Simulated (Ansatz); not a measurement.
Consider FePt (space group P4/mmm, No. 123; a = 2.735 Å, c = 3.722 Å; ferromagnetic; relaxed with 0.1 eV smearing). Axes: x, y, z lie along a, b, c of the conventional cell.

Structures relaxed with DFT with r2SCAN, PAW potentials and a 500 eV plane-wave cutoff in Ansatz (a first-principles code), scalar-relativistic without spin-orbit coupling.

Base:

Simulated powder pattern, Cu Kα1, λ = 1.54056 Å (kinematic, ideal powder, no thermal factors, no anomalous dispersion; the 10 strongest lines at most, above 2 %, up to 2θ = 90°):

```tsv
2θ (°)	I/Imax (%)	hkl
23.89	28	(001)
32.72	26	(100)
40.91	100	(101)
46.95	34	(110)
48.90	15	(002)
53.34	14	(111)
70.12	20	(112)
83.05	26	(211)
85.96	12	(103)
88.70	11	(202)
```

After one change:

Simulated powder pattern, Cu Kα1, λ = 1.54056 Å (kinematic, ideal powder, no thermal factors, no anomalous dispersion; the 10 strongest lines at most, above 2 %, up to 2θ = 90°):

```tsv
2θ (°)	I/Imax (%)
23.82	28
32.62	26
40.80	100
46.81	34
48.75	15
53.18	14
69.89	20
82.77	26
85.66	12
88.38	11
```

**Question.** Which of these changes matches the shifts?
(A) isotropic strain −2.60 %
(B) biaxial strain +0.26 %, plane normal [001], relaxed out of plane
(C) isotropic strain +0.28 %
(D) isotropic strain +1.18 %

**Answer.** C, isotropic strain +0.28 %. Its volume per atom is 14.04 Å³ against 13.92 Å³, and its space group is P4/mmm (No. 123).

The magnetic state is the one reached from the starting moments; the real material's order can differ, and small cells can't hold many antiferromagnetic ones. Whether these cells are dynamically stable was not tested.
